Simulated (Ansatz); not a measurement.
Cell and atoms of amorphous hafnium silicate (Si₂₀Hf₄O₄₈):

```
CELL_PARAMETERS angstrom
     10.59072     0.15270     0.14571
      0.15270    10.48799    -0.26575
      0.14571    -0.26575     9.77398
ATOMIC_POSITIONS crystal
  Si 0.24363 0.86236 0.09388
  Si 0.17037 0.38222 0.15601
  Si 0.34744 0.58103 0.67386
  Si 0.53226 0.22847 0.39085
  Si 0.28627 0.34550 0.84926
  Si 0.72208 0.25784 0.62705
  Si 0.70543 0.25267 0.12083
  Si 0.09302 0.86306 0.33510
  Si 0.60946 0.71619 0.33517
  Si 0.77756 0.72244 0.07336
  Si 0.89185 0.45202 0.51578
  Si 0.88875 0.48026 0.19212
  Si 0.57499 0.90849 0.77301
  Si 0.79038 0.99132 0.97621
  Si 0.81689 0.85906 0.46233
  Si 0.17513 0.12276 0.67129
  Si 0.56444 0.36222 0.88626
  Si 0.29608 0.86856 0.79132
  Si 0.89629 0.02943 0.70218
  Si 0.56487 0.96409 0.46946
  Hf 0.66859 0.59352 0.76254
  Hf 0.21692 0.38090 0.45732
  Hf 0.32847 0.64758 0.31560
  Hf 0.28164 0.10602 0.31912
  O  0.18542 0.75480 0.39746
  O  0.25094 0.36967 0.01380
  O  0.73420 0.72982 0.43336
  O  0.19623 0.22982 0.79699
  O  0.63639 0.24018 0.27087
  O  0.65165 0.73395 0.17679
  O  0.67865 0.35061 0.76170
  O  0.30178 0.54313 0.51459
  O  0.94302 0.85065 0.36654
  O  0.02564 0.09691 0.65454
  O  0.51338 0.59956 0.34001
  O  0.54538 0.98862 0.63327
  O  0.59708 0.26975 0.00954
  O  0.32838 0.74010 0.14413
  O  0.30688 0.99748 0.15178
  O  0.43582 0.89952 0.84576
  O  0.17501 0.26034 0.25909
  O  0.56499 0.51136 0.92306
  O  0.71412 0.97395 0.42319
  O  0.23303 0.48618 0.26648
  O  0.48068 0.07508 0.39068
  O  0.87808 0.62528 0.14383
  O  0.78486 0.12079 0.07842
  O  0.59301 0.24851 0.53899
  O  0.10377 0.85481 0.16788
  O  0.02645 0.42301 0.13330
  O  0.24636 0.98518 0.69691
  O  0.23045 0.19678 0.53550
  O  0.83341 0.31012 0.53175
  O  0.50833 0.83378 0.39888
  O  0.14873 0.00098 0.38869
  O  0.77469 0.12435 0.68062
  O  0.81913 0.54566 0.62982
  O  0.21174 0.86253 0.93200
  O  0.43369 0.30078 0.82875
  O  0.82182 0.87104 0.06838
  O  0.87104 0.48815 0.35705
  O  0.29472 0.72835 0.70924
  O  0.04703 0.43058 0.52153
  O  0.86722 0.89536 0.61617
  O  0.78992 0.37931 0.12656
  O  0.63374 0.77364 0.71716
  O  0.90653 0.00377 0.86377
  O  0.39471 0.29209 0.36613
  O  0.65954 0.97979 0.89026
  O  0.76060 0.66593 0.92083
  O  0.26588 0.47471 0.76206
  O  0.49659 0.56079 0.67171
```

Methods: PBE, scalar-relativistic without spin-orbit coupling (Ansatz, a quantum-chemistry and plane-wave program); r2SCAN, scalar-relativistic without spin-orbit coupling (Ansatz); HSE06, scalar-relativistic without spin-orbit coupling (Ansatz). Neutral PBE cell, which sets geometry, pressure and energy: sampling: a 2×2×2 Γ-centred mesh; Fermi-Dirac width 0.02 eV; no spin polarisation. Exact exchange is cut at the faces of this 10 Å cell, which leaves hybrid gaps a finite-size error.

A CHGNet melt-quench gave the starting glass, which DFT then relaxed. O atoms were pushed apart under 1.9 Å during the dynamics, to hinder bonds among them. The hot cell started wider than the set density and was brought back towards it in steps. It is the lowest in DFT energy of 2 quenches. It is a model cell: composition and starting density were chosen by hand, and all elements were melted together. No dispersion term was used. Its density started from a set value of 3.33 and ended at 3.13 g/cm³. The simulated quench (nominally 470 K/ps over its main leg) is rapid and tends to freeze in more defects than a deposited or slowly cooled glass has. A cell of this size samples the disorder only roughly. Volume and shape were free in the relaxation.

### Question
Give the pressure, the energy against reference phases and the spacing of the highest filled and lowest empty levels.

### Answer

* **Pressure on a 2×2×2 Γ-centred mesh**: 0.03 GPa
* **Largest force and stress component on that mesh (the relaxation ran on the zone centre alone)**: 0.03 eV/Å and 0.0 GPa
* **Energy relative to alpha cristobalite + HfSiO4 (I4_1/amd) (lowest mix at this level among the phases computed, not always the ambient ones)**: 0.112 eV/atom
* **Gap between localised states on a 2×2×2 Γ-centred mesh (PBE)**: 3.45 eV
* **Gap between localised states at the zone centre (PBE)**: 3.45 eV
* **Gap between localised states at the zone centre (r2SCAN)**: 3.93 eV
* **Gap between localised states at the zone centre (HSE06)**: 5.13 eV
* **Distance between the nearest levels spread over more than a fifth of the atoms or a third of the atoms of their main element (six at least) (PBE, zone centre)**: 5.19 eV

### Question
At PBE and the zone centre, how localised are the states just below and above the Fermi level (participation number: the atoms over which a state spreads)?

### Answer
The highest filled state is spread over 4.0 atoms' worth, largest on O42, with weights by element (charge in smoothed Voronoi cells) O 0.95, Si 0.04, Hf 0.00. The lowest empty state is spread over 5.9 atoms' worth, largest on Hf22, with weights by element (charge in smoothed Voronoi cells) Hf 0.56, O 0.41, Si 0.03.

At PBE the levels at both edges of the gap are localised (band-tail or defect states), and the nearest spread-out levels lie 5.2 eV apart at the zone centre.

Neighbours within Si-Si 2.60 Å, Si-Hf 2.89 Å, Si-O 1.90 Å, Hf-Hf 3.34 Å, Hf-O 2.65 Å, O-O 1.58 Å count as bonded. Two cations that share two anions don't count as bonded, nor two that share one unless they lie closer than Si-Si 2.38 Å, Si-Hf 2.81 Å, Hf-Hf 3.25 Å.
